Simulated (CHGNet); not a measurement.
**A15 Mo3Si**

These are the machine-learned potential CHGNet-r²SCAN (trained on r²SCAN data) values and carry that method's errors.

Cell: relaxed at this level.

```json
{
 "lattice_constant_a": "4.887 Å",
 "volume_per_atom": "14.59 Å³/atom"
}
```

Measured, for comparison: lattice constant a 4.889 Å (temperature not stated, copied from a table, unchecked, no zero-point or thermal correction; as tabulated in Dopovidi Akademii Nauk Ukrains'koi RSR, Seriya A: Fiziko-Tekhnichni ta Matematichni Nauki 1970, 553 (1970)). Computed (rounded) less measured: lattice constant a not scored (unchecked).

A machine-learned potential is trained on density-functional data: it inherits that level's misses and adds fitting errors of its own.

Note: the model gives imaginary modes for this phase (in the spectrum interpolated from a supercell).
